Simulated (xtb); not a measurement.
xtb 6.7.1, GFN1-xTB: Si(NMe2)2(tBu)2 (CN(C)[Si](N(C)C)(C(C)(C)C)C(C)(C)C), 45 atoms. The geometry is a generated start, not checked to be a minimum at this level.

| Property | Value |
|---|---|
| method | GFN1-xTB |
| --acc | 1 (default) |
| --etemp (K) | 300 (default) |
| detailed input (--input) | none: ANC optimiser, Lindh (1995) Hessian, microcycle=20, maxdispl=1.0, hlow=0.01 (default) |
| basis functions | 126 |
| valence electrons | 92 |

The structure is relaxed from this start with --opt LEVEL for the levels crude, sloppy, loose, lax, normal, tight, vtight, extreme, once each. Up to the end of the extreme run atoms move by at most 0.22 Å along an axis.

Question: Which level is enough to come within 1 meV of the tightest end point?

Answer: normal: 18 cycles against 31, ending 0.31 meV above.

```json
[
 {"level": "crude", "cycles": "4", "energy above the extreme run (meV)": "12", "gradient norm (eV/Å)": "0.20"},
 {"level": "sloppy", "cycles": "6", "energy above the extreme run (meV)": "6.5", "gradient norm (eV/Å)": "0.13"},
 {"level": "loose", "cycles": "9", "energy above the extreme run (meV)": "2.2", "gradient norm (eV/Å)": "0.11"},
 {"level": "lax", "cycles": "10", "energy above the extreme run (meV)": "1.8", "gradient norm (eV/Å)": "0.059"},
 {"level": "normal", "cycles": "18", "energy above the extreme run (meV)": "0.31", "gradient norm (eV/Å)": "0.021"},
 {"level": "tight", "cycles": "22", "energy above the extreme run (meV)": "0.057", "gradient norm (eV/Å)": "0.0057"},
 {"level": "vtight", "cycles": "29", "energy above the extreme run (meV)": "under 0.01", "gradient norm (eV/Å)": "0.0031"},
 {"level": "extreme", "cycles": "31", "energy above the extreme run (meV)": "—", "gradient norm (eV/Å)": "0.0022"}
]
```
